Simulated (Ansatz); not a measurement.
## PBE against r2SCAN: hypothetical zinc blende NaI, isotropic strain −2.22 %

Start from NaI in the zinc blende structure (space group F-43m, No. 216; a = 7.1634 Å; a hypothetical phase, not in the database extracts checked).

(Cell as relaxed with PBE.)

Levels (all Ansatz, a program for electronic structure, PAW): PBE (420 eV, spin-orbit coupling left out); r2SCAN (500 eV, no SOC).

Each level relaxes its own structure.

| base | PBE | r2SCAN |
|---|---|---|
| volume per atom | 45.95 Å³ | 44.51 Å³ |
| lattice parameter a | 7.163 Å | 7.088 Å |
| band gap | 3.77 eV | 4.42 eV |

The change: every lattice vector is shortened by 2.22 %, atoms relaxed at fixed cell.

```csv
quantity,PBE,r2SCAN
electron mass,0.35 mₑ (at Γ),[?]
pressure,8.3 kbar,[?]
"valley order (the lowest conduction-band minima on the path, energy above the VBM, named in the base's zone)",Γ 3.89 eV; X along ⟨100⟩ 5.18 eV,[?]
```

Q: Given the PBE results, estimate those of r2SCAN.

A: 
- electron mass, r2SCAN: 0.35 mₑ (at Γ)
- pressure, r2SCAN: 9.2 kbar
- valley order (the lowest conduction-band minima on the path, energy above the VBM, named in the base's zone), r2SCAN: Γ 4.54 eV; X along ⟨100⟩ 5.54 eV

PBE's pressure lies 0.9 kbar below r2SCAN's; both order the valleys alike; the two agree on the electron mass. Neither level is exact; r2SCAN is the comparison here, not a measurement.

Spin-orbit coupling, missing from the scalar runs, can matter with I. Effective masses come from finite differences of ±0.01 Å⁻¹. No phonon test of stability was made.
